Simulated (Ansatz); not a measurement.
AlN (Fm-3m, No. 225, 2 atoms in the cell; start mp-1330; high-pressure phase) was calculated with r²SCAN (Ansatz, a program for electronic structure, PAW).

Run with plane-wave cutoff 560 eV, 14×14×14 k mesh, Fermi–Dirac smearing 0.01 eV, scalar-relativistic PAW data made under PBE.

Cell (relaxed at this level):

AlN is taken in the cubic space group Fm-3m (No. 225), the rock salt structure, Pearson symbol cF8. Conventional cell: a = b = c = 4.0377 Å, α = β = γ = 90.00°. Al on 4b is surrounded by 6 N at 2.019 Å (octahedral). N on 4a sees 6 Al at 2.019 Å (octahedral). (Neighbours: up to the widest gap in distance over summed covalent radii, below 1.35, at either atom; cation-cation and far metal-metal contacts left out.)
(The calculation used a cell of 2 atoms; values per cell refer to that cell.)

Q: Give the computed band gap and bulk modulus.

A: 
- band gap = 5.52 eV (on the SCF k mesh)
- bulk modulus = 276 GPa

Note: the relaxation could not lower the start's symmetry, so the cell can be a saddle point above a distorted one; the bulk modulus is −V dP/dV from two relaxed cells at ±2 % in volume.

The computed numbers hold no vibrational or temperature effects.

Cost on a shared machine: about 12 core-seconds (a rough figure).

A start named mp-… is a Materials Project structure, which need not be a measured phase.
